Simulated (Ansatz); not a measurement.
Base system: InP in the zinc blende structure (space group F-43m, No. 216; a = 5.9070 Å). Axes: x, y, z lie along the cube axes.

Computed with Kohn–Sham DFT with the r2SCAN functional, run in Ansatz (a program for electronic structure) with PAW and 500 eV plane waves, no spin-orbit coupling.

Modification: every lattice vector is shortened by 1.50 %, atoms relaxed at fixed cell.

Problem. Predict the stress tensor and what it implies for the stiffness.

Solution. Stress of the strained cell less that of the base (GPa, compression positive):
```
   3.43    0.00    0.00
   0.00    3.43    0.00
   0.00    0.00    3.43
```

Then B = −ΔP/(ΔV/V₀) with ΔV/V₀ = -0.0443 gives secant stiffness values (nonlinear terms included at this strain): B ≈ 77 GPa.

As a check, the harmonic strain energy −½ V₀ Δσ:ε is 12 meV/atom; the computed energy rise is 12 meV/atom.

Stability against distortions was not tested.
